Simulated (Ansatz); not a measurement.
Point defect Al vacancy + O on the N site + O on the N site + O on the N site (V_Al+O_N+O_N+O_N) in wurtzite AlN

These are PBE, PAW (plane waves to 420 eV; Ansatz, a program for electronic structure) values and carry that method's errors. A supercell of 96 sites (3×2×2 repeats of a cell of 8 atoms) was used; the energies come from a 2×2×2 shifted sampling of its zone. Sites at the start: the Al site; N 1.90 Å away; N 1.90 Å away; N 1.90 Å away. Energies of charged states are corrected for periodic images (point charge plus alignment at distant sites). Dielectric constants: PBE linear response of the host. Host gap at this level: 4.03 eV. These values are not converged in cell size to better than tenths of an eV. The semilocal functional narrows the gap, so deep levels can fall outside it. Spin–orbit coupling is left out. Each state is the lowest found from its start.

Formation energies E_f are given with the Fermi level at the valence-band maximum. Chemical conditions: Al-rich (Δμ(Al) = 0.00 eV, Δμ(N) = -2.74 eV, Δμ(O) = -4.96 eV, bounded by corundum; only phases computed here count, gases as isolated molecules at 0 K); N-rich (Δμ(Al) = -2.74 eV, Δμ(N) = 0.00 eV, Δμ(O) = -3.14 eV, bounded by corundum; only phases computed here count, gases as isolated molecules at 0 K). Reference phases: Al: fcc Al, N: N2 molecule in a box, O: O2 molecule in a box.

The name describes the start; the neighbours show where the atoms ended.

Charges with a result: +1, 0, −1. Others weren't obtained, and one of them could lie lower, also by skipping a charge.

```csv
charge,moment (μB),largest move off a lattice site (Å),neighbours of the last O atom of the defect at the end (Å),image correction with alignment (eV),"E_f, Al-rich (eV)","E_f, N-rich (eV)",above the lowest spin state (eV)
+1,1.0,0.31,"Al 1.83, Al 1.84, Al 1.85",0.00,0.60,0.60,0.00
+1,1.0,0.31,"Al 1.83, Al 1.84, Al 1.85",0.00,0.60,0.60,0.00
0,0.0,0.28,"Al 1.83, Al 1.83, Al 1.85, N 2.92, N 2.93, N 2.94, N 2.94",0.00,1.15,1.15,0.00
0,not spin-polarised,0.28,"Al 1.83, Al 1.83, Al 1.85, N 2.92, N 2.93, N 2.94, N 2.94",0.00,1.15,1.15,0.00
−1*,fractional,0.28,"Al 1.83, Al 1.83, Al 1.85, N 2.92, N 2.93, N 2.94, N 2.94",–,–,–,0.00
−1*,fractional,0.28,"Al 1.83, Al 1.83, Al 1.85, N 2.92, N 2.93, N 2.94, N 2.94",–,–,–,0.00
```

* At this level the carrier isn't localised at the defect: at charge −1 electrons occupy the conduction band. Such a state is shallow or no state of the defect, and this cell gives it no level.

Starting moments that weren't kept: charge +1 began with 3 μB and ended with 1.0; charge 0 began with 2 μB and ended with 0.0; charge −1 began with 3 μB and ended with 0.8.

Transition levels above the valence-band maximum: ε(+1/0) = 0.54 eV. On the lower envelope of the bound states, inside the gap: (+1/0) at 0.54 eV.

Flagged in the runs: a host whose relaxation on this sampling wasn't shown to rest, a strain field that reaches the edge of the cell.

All states together cost about 110 core-minutes (a rough figure).
